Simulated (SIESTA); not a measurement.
A self-consistent single point of Al3Sc (Pm-3m, 4 atoms in the cell) with SIESTA.

Computed with GGA PBE, numerical atomic orbitals DZP, PseudoDojo PBE standard norm-conserving potentials (rewritten from UPF to PSML) (SIESTA).

The change in words: lattice scaled by 0.98. Reference geometry:
```yaml
crystal:
  lattice:
    - [4.07827, 0.00000, 0.00000]
    - [0.00000, 4.07827, 0.00000]
    - [0.00000, 0.00000, 4.07827]
  atoms:
    - { symbol: Sc, position: [0.00000, 0.00000, 0.00000] }
    - { symbol: Al, position: [0.00000, 0.50000, 0.50000] }
    - { symbol: Al, position: [0.50000, 0.00000, 0.50000] }
    - { symbol: Al, position: [0.50000, 0.50000, 0.00000] }
```

Reference input (self-consistent single point, DFT, GGA PBE, numerical atomic orbitals DZP, PseudoDojo PBE standard norm-conserving potentials (rewritten from UPF to PSML)): XC.functional = GGA; XC.authors = PBE; potentials = PseudoDojo PBE standard; PAO.BasisSize = DZP; PAO.EnergyShift = 0.01 Ry; MeshCutoff = 400 Ry; kgrid.MonkhorstPack = 8 8 8; OccupationFunction = MP; OccupationMPOrder = 0; ElectronicTemperature = 3156.43 K; MaxSCFIterations = 150; SCF.Mixer.Method = Pulay. This run's input differs from it in these lines:

```diff
@@ -12,5 +12,5 @@
 %block LatticeVectors
-     4.078270000    0.000000000    0.000000000
-     0.000000000    4.078270000    0.000000000
-     0.000000000    0.000000000    4.078270000
+     3.996705000    0.000000000    0.000000000
+     0.000000000    3.996705000    0.000000000
+     0.000000000    0.000000000    3.996705000
 %endblock LatticeVectors
```

Output (repeated stretches shortened):

```
        iscf     Eharris(eV)        E_KS(eV)     FreeEng(eV)     dDmax    Ef(eV) dHmax(eV)
   scf:    1    -1488.925245    -1506.645353    -1506.688236  1.797674 -5.102564  3.602271
   scf:    2    -1507.073527    -1506.899203    -1506.940589  0.061686 -5.206353  1.489756
   scf:    3    -1506.998386    -1506.960158    -1507.002136  0.047230 -5.277639  0.291181
   scf:    4    -1506.983302    -1506.975231    -1507.019929  0.035301 -5.304524  0.163274
   scf:    5    -1506.950598    -1506.968164    -1507.011732  0.015687 -5.342667  0.538601
   [... 2 lines left out ...]
   scf:    8    -1506.976559    -1506.976508    -1507.020761  0.000514 -5.316722  0.002834
   scf:    9    -1506.976503    -1506.976506    -1507.020761  0.000030 -5.316626  0.000911
   scf:   10    -1506.976504    -1506.976505    -1507.020761  0.000014 -5.316580  0.000036
   scf:   11    -1506.976505    -1506.976505    -1507.020761  0.000001 -5.316578  0.000000
SCF Convergence by DM+H criterion
max |DM_out - DM_in|         :     0.0000005790
max |H_out - H_in|      (eV) :     0.0000001825
SCF cycle converged after 11 iterations

Using DM_out to compute the final energy and forces

siesta: E_KS(eV) =            -1506.9765

siesta: E_KS - E_eggbox =     -1506.9765

siesta: Atomic forces (eV/Ang):
     1    0.000000   -0.000000   -0.000000
     2    0.000000    0.000000    0.000000
     3   -0.000000   -0.000000    0.000000
     4   -0.000000   -0.000000    0.000000
   Tot    0.000000   -0.000000    0.000000
   Max    0.000000
   Res    0.000000    sqrt( Sum f_i^2 / 3N )
   Max    0.000000    constrained

Stress tensor Voigt[x,y,z,yz,xz,xy] (kbar):      -73.31      -73.31      -73.31        0.00       -0.00        0.00
(Free)E + p*V (eV/cell)    -1504.0997
   [... lines left out ...]
siesta: FreeEng =     -1507.020761
   [... lines left out ...]
siesta:    -0.045754    0.000000    0.000000
siesta:     0.000000   -0.045754   -0.000000
siesta:    -0.000000    0.000000   -0.045754

siesta: Cell volume =         63.841970 Ang**3

siesta: Pressure (static):
siesta:                Solid            Molecule  Units
siesta:           0.00049833          0.00049833  Ry/Bohr**3
siesta:           0.04575417          0.04575417  eV/Ang**3
siesta:          73.30625740         73.30625740  kBar
```

The run converged in 11 iterations. Against the reference run the free energy goes up by 25.3 meV/atom and the pressure goes from 1.08 to 7.33 GPa.

The starting cell has typed, rounded lattice constants, without a prior relaxation at this level. Its lattice was rescaled by a random factor within 2.5 % of one. For this run, on top of that: lattice scaled by 0.98. Values carry the incompleteness of an atom-centred basis. With a pressure of about 7 GPa the cell is away from its equilibrium volume at this level.

Cost on one core of a shared machine: roughly 2 min.
